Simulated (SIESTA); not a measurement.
# Input and output of a self-consistent single point for MgCo4O8 (R-3m, 13 atoms in the cell) (SIESTA)

Method of the run: GGA PBEsol, numerical atomic orbitals DZP, PseudoDojo PBEsol standard norm-conserving potentials (rewritten from UPF to PSML) (SIESTA).

The input file:

```
# files in the folder: Mg.psml Co.psml O.psml (PseudoDojo PBEsol standard)
SystemName  Mg(CoO2)4
SystemLabel siesta

NumberOfAtoms                13
NumberOfSpecies              3
%block ChemicalSpeciesLabel
  1 12 Mg
  2 27 Co
  3 8 O
%endblock ChemicalSpeciesLabel
LatticeConstant              5.869552 Ang
%block LatticeVectors
     0.478866189    0.276473571    0.833216402
    -0.478866189    0.276473571    0.833216402
     0.000000000   -0.552946971    0.833216402
%endblock LatticeVectors
AtomicCoordinatesFormat      Ang
%block AtomicCoordinatesAndAtomicSpecies
     0.000000000    0.000000500    7.335910500  1
     0.000000000    1.622776000    4.890607000  2
    -1.405365000   -0.811387500    4.890607000  2
     1.405365000   -0.811387500    4.890607000  2
     0.000000000    0.000000000    0.000000000  2
     0.000000000    1.587182304    8.778326566  3
     0.000000000   -1.587181304    5.893494434  3
    -1.374539724   -0.793590254    8.778326566  3
     1.374539724    0.793591254    5.893494434  3
     1.374539724   -0.793590254    8.778326566  3
    -1.374539724    0.793591254    5.893494434  3
     0.000000000    0.000000271    3.973114455  3
     0.000000000    0.000000729   10.698706545  3
%endblock AtomicCoordinatesAndAtomicSpecies

XC.functional                GGA
XC.authors                   PBEsol
PAO.BasisSize                DZP
PAO.EnergyShift              0.005 Ry
MeshCutoff                   400 Ry
%block kgrid.MonkhorstPack
    4   0   0  0.0
    0   4   0  0.0
    0   0   4  0.0
%endblock kgrid.MonkhorstPack
OccupationFunction           FD
ElectronicTemperature        1160.45 K

MaxSCFIterations             150
SCF.Mixer.Method             Broyden
SCF.Mixer.Weight             0.2
SCF.Mixer.History            8
SCF.DM.Tolerance             1.0E-04
Diag.ParallelOverK           true
WriteForces                  true
Charge.Mulliken              end
```

The program printed (abridged):

```
reinit: Reading from file input.fdf

reinit: System Name: Mg(CoO2)4
reinit: System Label: siesta

coor:   Atomic-coordinates input format  =     Cartesian coordinates
coor:                                          (in Angstroms)

siesta: Atomic coordinates (Bohr) and species
siesta:      0.00000   0.00000  13.86286  1        1
siesta:      0.00000   3.06660   9.24191  2        2
siesta:     -2.65575  -1.53330   9.24191  2        3
siesta:      2.65575  -1.53330   9.24191  2        4
siesta:      0.00000   0.00000   0.00000  2        5
siesta:      0.00000   2.99934  16.58863  3        6
siesta:      0.00000  -2.99934  11.13709  3        7
siesta:     -2.59750  -1.49967  16.58863  3        8
siesta:      2.59750   1.49967  11.13709  3        9
siesta:      2.59750  -1.49967  16.58863  3       10
siesta:     -2.59750   1.49967  11.13709  3       11
siesta:      0.00000   0.00000   7.50810  3       12
siesta:      0.00000   0.00000  20.21763  3       13

siesta: System type = bulk

initatomlists: Number of atoms, orbitals, and projectors:     13   189   184

siesta: ******************** Simulation parameters ****************************
redata: Spin configuration                          = none
redata: Time-Reversal Symmetry                      = T
redata: Number of Atomic Species                    =        3
redata: Mesh Cutoff                                 =   400.0000 Ry
redata: Net charge of the system                    =     0.0000 |e|
redata: Min. number of SCF Iter                     =        0
redata: Max. number of SCF Iter                     =      150
redata: SCF convergence failure will abort job
redata: SCF mix quantity                            = Hamiltonian
redata: Mix DM or H after convergence               =   F
redata: Recompute H after scf cycle                 =   F
redata: Mix DM in first SCF step                    =   T
redata: No kicks to SCF
   [... lines left out ...]
diag: Parallel distribution                         =     1 x     1
diag: Used triangular part                          = Lower
diag: Absolute tolerance                            =  0.100E-15
diag: Orthogonalization factor                      =  0.100E-05
diag: Memory factor                                 =  1.0000

superc: Internal auxiliary supercell:     5 x     5 x     5  =     125
superc: Number of atoms, orbitals, and projectors:   1625  23625  23000

                        Single-point calculation

superc: Internal auxiliary supercell:     5 x     5 x     5  =     125
superc: Number of atoms, orbitals, and projectors:   1625  23625  23000

outcell: Unit cell vectors (Ang):
        2.810730    1.622776    4.890607
       -2.810730    1.622776    4.890607
        0.000000   -3.245551    4.890607

outcell: Cell vector modules (Ang)   :    5.869552    5.869552    5.869552
outcell: Cell angles (23,13,12) (deg):     57.2228     57.2228     57.2228
outcell: Cell volume (Ang**3)        :    133.8418
new_DM -- step:     1
Initializing Density Matrix...

Attempting to read DM from file... Failed...
DM filled with atomic data:

InitMesh: MESH = 60 x 60 x 60 = 216000
InitMesh: Mesh cutoff (required, used) =   400.000   415.986 Ry

stepf: Fermi-Dirac step function
        iscf     Eharris(eV)        E_KS(eV)     FreeEng(eV)     dDmax    Ef(eV) dHmax(eV)
   scf:    1   -21590.754859   -21760.002903   -21760.507962  1.698218 -3.408207 31.878859
   scf:    2   -21787.594292   -21820.829272   -21821.101716  0.730219 -6.311082 20.809677
   scf:    3   -21706.949538   -21798.530921   -21798.831824  0.541534 -5.731203 34.969368
   scf:    4   -21815.527844   -21829.000556   -21829.310619  0.612607 -6.063908  6.303781
   scf:    5   -21829.336248   -21830.163936   -21830.493493  0.116532 -6.146008  1.907921
   scf:    6   -21826.894243   -21829.012897   -21829.386449  0.062809 -5.965266  7.199422
   [... 5 lines left out ...]
   scf:   12   -21830.328702   -21830.329062   -21830.682577  0.000606 -5.975043  0.071809
   scf:   13   -21830.329420   -21830.329305   -21830.682725  0.001050 -5.973657  0.002941
   scf:   14   -21830.329319   -21830.329312   -21830.682725  0.000134 -5.973206  0.003194
   scf:   15   -21830.329324   -21830.329318   -21830.682726  0.000044 -5.973000  0.001366
   scf:   16   -21830.329324   -21830.329321   -21830.682726  0.000032 -5.972850  0.000984
SCF Convergence by DM+H criterion
max |DM_out - DM_in|         :     0.0000322691
max |H_out - H_in|      (eV) :     0.0009837786
SCF cycle converged after 16 iterations

Using DM_out to compute the final energy and forces

siesta: E_KS(eV) =           -21830.3293

siesta: E_KS - E_eggbox =    -21830.3293

siesta: Atomic forces (eV/Ang):
     1   -0.000000    0.000000   -0.000000
     2    0.000000    0.000000    0.000000
     3   -0.000000    0.000001    0.000000
     4    0.000000    0.000001    0.000000
     5    0.000000   -0.000000   -0.000000
     6   -0.000149    0.127485    0.363541
     7    0.000149   -0.127485   -0.363541
     8   -0.110420   -0.063663    0.363579
     9    0.110420    0.063663   -0.363579
    10    0.110391   -0.063819    0.363502
    11   -0.110392    0.063819   -0.363502
    12    0.000154   -0.000000    0.109410
    13   -0.000154    0.000000   -0.109410
   Tot   -0.000000    0.000002    0.000001
   Max    0.363579
   Res    0.153124    sqrt( Sum f_i^2 / 3N )
   Max    0.363579    constrained

Stress tensor Voigt[x,y,z,yz,xz,xy] (kbar):       66.48       66.48       31.10       -0.00        0.00       -0.00
(Free)E + p*V (eV/cell)   -21835.2508
Target enthalpy (eV/cell)   -21830.6827

siesta: Program's energy decomposition (eV):
siesta: Ebs     =     -3852.153460
siesta: Eions   =     27590.328994
siesta: Ena     =      2237.827867
siesta: Ekin    =     10678.140837
siesta: Enl     =     -3112.175328
siesta: Eso     =         0.000000
siesta: Edftu   =         0.000000
siesta: DEna    =        77.035655
siesta: DUscf   =         6.809802
siesta: DUext   =         0.000000
siesta: Ex      =     -3897.302276
siesta: Ec      =      -230.336884
siesta: Exc     =     -4127.639160
siesta: Eharris =    -21830.329324
siesta: Etot    =    -21830.329321
siesta: FreeEng =    -21830.682726

siesta: Atomic forces (eV/Ang):
siesta:      1   -0.000000    0.000000   -0.000000
siesta:      2    0.000000    0.000000    0.000000
siesta:      3   -0.000000    0.000001    0.000000
siesta:      4    0.000000    0.000001    0.000000
siesta:      5    0.000000   -0.000000   -0.000000
   [... lines left out ...]
siesta: Cell volume =        133.841758 Ang**3
siesta:         -54.68282085        -69.14525042  kBar
   [... lines left out ...]

             -0.072  -0.063  -0.089
   4 16.091   1.963   0.291  -0.017   1.986   1.989   1.985   0.181   0.218
              0.198   1.596   1.329   1.799   1.356   1.589  -0.094  -0.054

             -0.072  -0.063  -0.089
   5 16.107   1.975   0.329  -0.007   1.988   1.989   1.988   0.187   0.195
              0.187   1.606   1.237   1.815   1.237   1.606  -0.075  -0.023

             -0.027  -0.023  -0.075

Species: O
Atom  Qatom  Qorb
               2s      2s      2py     2pz     2px     2py     2pz     2px
               3Pdxy   3Pdyz   3Pdz2   3Pdxz   3Pdx2-y2
   6  6.650   1.840  -0.024   1.819   1.906   1.692  -0.236  -0.264  -0.133
              0.012   0.009   0.009   0.009   0.010
   7  6.650   1.840  -0.024   1.819   1.906   1.692  -0.236  -0.264  -0.133
   [... 13 lines left out ...]

mulliken: Qtot =      126.000

Mulliken Atomic Populations:
Atom #   charge [q] valence [e]  Species
     1     1.188541    8.811459  Mg
     2     0.909179   16.090821  Co
     3     0.909145   16.090855  Co
     4     0.909214   16.090786  Co
     5     0.893229   16.106771  Co
     6    -0.649932    6.649932  O
     7    -0.649932    6.649932  O
     8    -0.649931    6.649931  O
     9    -0.649932    6.649932  O
    10    -0.649933    6.649933  O
    11    -0.649933    6.649933  O
    12    -0.454857    6.454857  O
    13    -0.454857    6.454857  O
 Total     0.000000
```

The run converged in 16 iterations.

The starting cell comes from a database of computed structures (which also holds hypothetical and non-ambient phases and stackings), without a prior relaxation at this level. Spin polarisation is off, so a magnetic state, if there is one, cannot be reached. Values carry the incompleteness of an atom-centred basis. With a pressure of about -5 GPa the cell is away from its equilibrium volume at this level.

Cost on one core of a shared machine: roughly 90 s.
